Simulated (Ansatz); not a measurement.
**How the band gap of MgS (P6₃mc, No. 186, 4 atoms in the cell; start mp-1185942; another space group than a measured phase of this formula) moves with the method**

No measured value is used here.

| level (code) | value (eV) | cell (Å³/atom) |
|---|---|---|
| LDA (Ansatz) | 3.35 (direct) | 21.86 |
| PBEsol (Ansatz) | 3.30 (direct) | 22.54 |
| r²SCAN+rVV10 (Ansatz) | 4.12 (direct) | 22.49 |
| r²SCAN0 (Ansatz) | 5.60 (direct) | 22.54 |
| G0W0@PBEsol+SOC (Ansatz) | 5.09 ± 0.01 | 22.54 |

Computed values are for a static lattice.  A ± on a computed value is a rough bar: the spread of its extrapolation, a floor set from checks against published values, or a statistical error. r²SCAN0: the gap is read on the k mesh or supercell of the run alone and can be too large. G0W0@PBEsol+SOC: spin–orbit coupling enters as the shift of the gap found with a semilocal functional. Values are at the level's own equilibrium cell; r²SCAN0 at the PBEsol cell; G0W0@PBEsol+SOC at the PBEsol cell. Cutoffs and k meshes differ between the levels. Ansatz's density-functional and Hartree–Fock values are scalar-relativistic unless marked +SOC, with PAW data made under PBE.

A start named mp-… is a Materials Project structure, which need not be a measured phase.

Ansatz is a first-principles code.
